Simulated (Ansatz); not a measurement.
The starting structures come from a database of crystals and need not be the phases stable at ambient conditions.

 Where the default PAW files enter, the runs use the earlier of Ansatz's two default sets.

Data:

```yaml
crystal:
  lattice:
    - [5.65966, 0.00000, 0.00000]
    - [0.00000, 5.65966, 0.00000]
    - [0.00000, 0.00000, 5.65966]
  atoms:
    - { symbol: Hf, position: [0.32047, 0.17953, 0.17953] }
    - { symbol: Hf, position: [0.17953, 0.82047, 0.67953] }
    - { symbol: Hf, position: [0.82047, 0.32047, 0.82047] }
    - { symbol: Hf, position: [0.67953, 0.67953, 0.32047] }
    - { symbol: S, position: [0.08161, 0.58161, 0.08161] }
    - { symbol: S, position: [0.41839, 0.41839, 0.58161] }
    - { symbol: S, position: [0.58161, 0.91839, 0.91839] }
    - { symbol: S, position: [0.91839, 0.08161, 0.41839] }
    - { symbol: O, position: [0.59511, 0.40489, 0.09511] }
    - { symbol: O, position: [0.90489, 0.59511, 0.59511] }
    - { symbol: O, position: [0.09511, 0.09511, 0.90489] }
    - { symbol: O, position: [0.40489, 0.90489, 0.40489] }
```

Space group of this cell: P2_13. The cell is taken as given; by r2SCAN its mean pressure is 2.0 GPa.

Transport runs along the normal of the first two printed cell vectors, the (001) plane of the conventional cell.

No gap correction and no spin-orbit coupling; mid-gap values are interpolated between computed energies.

**Question.** State the band gap and the smallest decay constant κ at mid-gap according to r2SCAN run with Ansatz (a quantum-chemistry and plane-wave program).

**Answer.** Gap 3.34 eV on a 6×6×6 mesh; κ = 0.310 1/Å, at the zone centre.
